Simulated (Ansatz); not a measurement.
Input and output of a self-consistent single point for LaOF (P4mm, 6 atoms in the cell) (Ansatz, a quantum-chemistry and plane-wave program).

Computed with LDA (PW92), default PAW files made with PBE (plane waves; Ansatz).

```
CELL_PARAMETERS angstrom
      4.08959     0.00000     0.00000
      0.00000     4.08959     0.00000
      0.00000     0.00000     5.84299
ATOMIC_POSITIONS crystal
  La 0.50000 0.00000 0.72427
  La 0.00000 0.50000 0.28429
  O  0.00000 0.00000 0.50000
  O  0.50000 0.50000 0.50000
  F  0.50000 0.50000 0.00000
  F  0.00000 0.00000 0.00000
```

Reference input (self-consistent single point, DFT, LDA (PW92), plane waves, default PAW files made with PBE): basis.ecutwfc = 420 eV; kpoints.mp_grid.grid = 6 6 4; hamiltonian.xc = lda; hamiltonian.pseudopotentials = {kind: paw} (the program's default PAW files); scf.occupations.method = fermi_dirac; scf.occupations.width = 0.05 eV. This run's input differs from it in these lines:

Ansatz 0.2 input:
```diff
@@ -14,3 +14,3 @@
 basis:
-  ecutwfc: 420.0
+  ecutwfc: 335.0
 kpoints:
```

The program printed (abridged):

```
SCF iter   1: F=—  HF=-14862.329590 eV  |F-HF|=—  |Δ(HF+E_count)|=         —  Δρ=2.45e-2  dr2=3.94e-1  ethr=1.77e-3  ⟨swp⟩=5.8  Hψ=3813  notcnv=0
all-band conjugate gradients solve this SCF's bands
preconditioner: auto → Resta (q_TF=auto, 2.423 Å⁻¹)
SCF iter   2: F=—  HF=-14862.240752 eV  |F-HF|=—  |Δ(HF+E_count)|=   8.88e-2  Δρ=7.48e-3  dr2=3.79e-2  ethr=8.20e-4  ⟨swp⟩=3.8  Hψ=2081  notcnv=0  defer=46
   [... lines left out ...]
SCF iter   4: F=—  HF=-14862.233527 eV  |F-HF|=—  |Δ(HF+E_count)|=   3.53e-4  Δρ=9.78e-4  dr2=4.96e-4  ethr=3.66e-6  ⟨swp⟩=3.0  Hψ=1538  notcnv=0  defer=46
SCF iter   5: F=—  HF=-14862.233568 eV  |F-HF|=—  |Δ(HF+E_count)|=   4.14e-5  Δρ=1.64e-4  dr2=3.28e-5  ethr=1.03e-6  ⟨swp⟩=2.2  Hψ=1517  notcnv=0  defer=46
SCF iter   6: F=—  HF=-14862.233577 eV  |F-HF|=—  |Δ(HF+E_count)|=   9.18e-6  Δρ=3.97e-5  dr2=1.60e-6  ethr=6.84e-8  ⟨swp⟩=2.1  Hψ=1278  notcnv=0  defer=46
SCF iter   7: F=-14862.233578 eV  HF=-14862.233578 eV  |F-HF|=4.42e-8  |Δ(HF+E_count)|=   3.16e-7  Δρ=7.42e-6  dr2=6.20e-8  ethr=2.08e-10  ⟨swp⟩=13.0  Hψ=5028  notcnv=0
SCF 1 converged in 7 iterations: F = -14862.233578 eV  dr2 = 6.20e-8
Free energy (F): -14862.233578 eV
Internal energy: -14862.233578 eV  (E = F + TS)
E sigma→0 (E₀):  -14862.233578 eV
Fermi energy:    9.845585 eV
--- Forces (eV/Å), atoms counted from 1 ---
  atom   1  La     0.00000000     0.00000000    -0.92007809
  atom   2  La    -0.00000000     0.00000000     0.62305640
  atom   3  O      0.00000000     0.00000000     0.14683552
  atom   4  O     -0.00000000     0.00000000     0.14683552
  atom   5  F      0.00000000     0.00000000     0.00174689
  atom   6  F     -0.00000000     0.00000000     0.00174689
--- Stress (GPa, compression-positive) ---
       -8.129314       0.000000       0.000000
        0.000000      -8.129314       0.000000
        0.000000       0.000000      -8.079788
  P = ⅓ Tr σ = -8.1128 GPa (-81.128 kbar)
  The stress holds the Pulay correction. Without it, at fixed plane waves, as pw.x and ABINIT print it: P = -18.4353 GPa
```

The run converged in 7 iterations. Against the reference run the free energy rises by 136 meV/atom, the pressure moves little (-8.16 to -8.11 GPa), the largest force goes from 0.956 to 0.920 eV/Å and the gap on the mesh moves little (4.351 to 4.352 eV).

The starting cell comes from a database of computed structures (which also holds hypothetical and non-ambient phases and stackings), without a prior relaxation at this level. Its lattice was rescaled by up to half a per cent. One atom was moved a little off its site on purpose. Ansatz's pressure includes its estimate of the finite-basis (Pulay) stress. Without the estimate this run gives -18.44 GPa. The cutoff lies below the one recommended for these files.
